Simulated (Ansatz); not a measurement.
An Ansatz (a first-principles code) run: Cu with a change (pressure 30 GPa); Ansatz, r2SCAN, PAW, cutoff 500 eV, scalar-relativistic without spin-orbit coupling.

Input:

Ansatz 0.2 input:
```yaml
crystal:
  lattice:
    - [0, 1.7265403957, 1.7265403957]
    - [1.7265403957, 0, 1.7265403957]
    - [1.7265403957, 1.7265403957, 0]
  atoms:
    - { symbol: Cu, position: [0, 0, 0] }
basis: { ecutwfc: 500, ecutrho_ratio: 4, xc_grid: 4, fft_grid_basis: typed }
kpoints: { mp_grid: { grid: [22, 22, 22] } }
hamiltonian:
  xc: r2scan
  dispersion: none
  pseudopotentials: { kind: paw }
scf: { occupations: { method: fermi_dirac, width: 0.05 } }
relax: { f_tol: 0.01, max_steps: 60, cell: { stress_tol: 0.02, p_target: 30 } }
output: { forces: true, stress: true }
checkpoint: { write: state.ck, write_every: 1000 }
```

Output (explanatory and most iteration lines left out):

```
Relaxation: its limit of steps is 60 (relax.max_steps)
Pseudopotential: Cu, paw, valence charge 19
Crystal: 1 atoms, lattice volume = 10.293 Å³
Basis set: ecut = 500 eV, 259 PW (Γ), exchange–correlation on 72×72×72 points (64 copies of the dense FFT grid, shifted against one another)
Bands: 14, of which v1, the nominal top of the filled ones, is band 10 counted from 1 (9 counted from 0)
Symmetry: 48 space group operations
Space group: Fm-3m (ITA 225), of the structure as read, at distance tolerance 2.2e-5 Å
k-points: 328 of 10648
Functional: x = r2scan, c = r2scan; τ floored in thin density (d = 2e-4 eV/Å³)
SCF iter   1: F=—  HF=-6631.183609 eV  |F-HF|=—  |Δ(HF+E_count)|=         —  Δρ=4.06e-2  dr2=9.07e-2  dr2_τ=5.96e-4  ethr=1.77e-3  ⟨swp⟩=5.6  Hψ=23469  notcnv=0
SCF iter   2: F=—  HF=-6631.189804 eV  |F-HF|=—  |Δ(HF+E_count)|=   6.20e-3  Δρ=3.41e-2  dr2=6.22e-2  dr2_τ=1.05e-3  ethr=4.77e-4  ⟨swp⟩=3.5  Hψ=11678  notcnv=0  defer=102
SCF 1 converged in 6 iterations: F = -6631.167671 eV  dr2 = 2.97e-8
relax step   1: F+E_penalty+E_count = -6631.16767108 eV  Δ(F+E_penalty+E_count) = +0.000e0 eV  max|allowed force component| = 0.000e0 eV/Å  Δτ_max = 0.0000 Å  P = +22.499 GPa  Ω = 10.293 Å³  (6 SCF iters, dr2 threshold 1.00e-7 eV, accepted)
[... steps on the carried basis left out ...]
relax step   5: F+E_penalty+E_count = -6631.12420465 eV  Δ(F+E_penalty+E_count) = +1.592e-4 eV  max|allowed force component| = 0.000e0 eV/Å  Δτ_max = 0.0000 Å  P = +29.982 GPa  Ω = 10.027 Å³  stress off target by 1.78e-2 GPa  SCF on the basis re-selected at this cell (its energy is not comparable with the rows above)  (6 SCF iters)
SCF converged after 6 iterations
Free energy (F): -6631.124205 eV
Internal energy: -6631.122188 eV  (E = F + TS)
E sigma→0 (E₀):  -6631.123196 eV
Entropy (-TS):   -0.002017 eV (-2.017 meV/atom)
Fermi energy:    20.429900 eV
--- Forces (eV/Å), atoms counted from 1 ---
  atom   1  Cu    -0.00000000     0.00000000    -0.00000000
--- Stress (GPa, compression-positive) ---
       29.982246       0.000000      -0.000000
        0.000000      29.982246       0.000000
       -0.000000       0.000000      29.982246
  P = ⅓ Tr σ = 29.9822 GPa (299.822 kbar)
--- Relaxed structure (4 steps of the walk, 4 accepted, 1 SCFs on fresh bases) ---
  cell:  # Å, volume = 10.0272 Å³
    - [2.113781909956409e-34, 1.7115225316274745, 1.7115225316274745]
    - [1.7115225316274745, 2.3088537705570235e-35, 1.7115225316274745]
    - [1.7115225316274745, 1.7115225316274745, -1.3892850308441882e-34]
  atoms:
    - { symbol: Cu, position: [0.0, 0.0, 0.0] }
```

Load acts through the strain it causes; cell and atoms are relaxed under it. Whether these cells are dynamically stable was not tested. No other phases were tried under pressure. The final runs are not spin-polarised. The cell was made from Cu in the fcc (Cu type) structure (space group Fm-3m, No. 225) by this change: pressure 30 GPa.
